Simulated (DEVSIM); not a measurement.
Structure: Cr/SiON/n-Si capacitor, at 300 K.

```
layer (left to right)  material  thickness (nm)  Nd (cm⁻³)
---------------------  --------  --------------  ---------
1                          SiON            10.0          -
2                            Si            1800     9.8e16
```

Metal gate on the left, work function 4.5 eV. Fixed charge at the semiconductor interface 0 cm⁻² (in units of +e); no interface traps.

Constants are typed, rounded textbook-type inputs, not results; the design itself was drawn at random and stands for no fabricated device. Values at 300 K.

```csv
parameter,SiON,Si
gap (eV),7,1.124
affinity (eV),1.4,4.05
permittivity,5.5,11.7
Nc (cm⁻³),-,2.86e19
Nv (cm⁻³),-,3.1e19
```

Simulated with DEVSIM: 1D Poisson equation in equilibrium, Boltzmann statistics, complete ionisation; no quantum confinement or tunnelling. Metal contacts follow the ideal Schottky-Mott rule: no Fermi-level pinning, no interface dipoles.

**Question.** Tabulate band edges, carrier densities and field at -0.5 V on the gate.

**Answer.** Energies count from the Fermi level of the right contact; mesh points crowd at the junctions.

```
x (μm)    Ec (eV)  Ev (eV)  n (cm⁻³)  p (cm⁻³)  field (V/cm)
--------  -------  -------  --------  --------  ------------
0.000       3.600   -3.400     < 1e2     < 1e2       -270000
0.001170    3.569   -3.431     < 1e2     < 1e2       -270000
0.003238    3.514   -3.486     < 1e2     < 1e2       -270000
0.006356    3.432   -3.568     < 1e2     < 1e2       -270000
0.009147    3.357   -3.643     < 1e2     < 1e2       -270000
0.01017     0.683   -0.441     9.7e7    1.2e12       -120000
0.01164     0.665   -0.459     2.0e8    6.0e11       -120000
0.01632     0.609   -0.515     1.7e9    7.0e10       -120000
0.02459     0.519   -0.605    5.4e10     2.1e9       -100000
0.04315     0.355   -0.769    3.1e13   3700000        -74000
0.08110     0.179   -0.945    2.8e16      4200        -21000
0.2017      0.147   -0.977    9.8e16      1200           ≈ 0
0.4151      0.147   -0.977    9.8e16      1200           ≈ 0
0.8645      0.147   -0.977    9.8e16      1200           ≈ 0
1.462       0.147   -0.977    9.8e16      1200           ≈ 0
1.645       0.147   -0.977    9.8e16      1200           ≈ 0
1.732       0.147   -0.977    9.8e16      1200           ≈ 0
1.774       0.147   -0.977    9.8e16      1200           ≈ 0
1.797       0.147   -0.977    9.8e16      1200           ≈ 0
1.804       0.147   -0.977    9.8e16      1200           ≈ 0
1.808       0.147   -0.977    9.8e16      1200           ≈ 0
1.810       0.147   -0.977    9.8e16      1200           ≈ 0
```
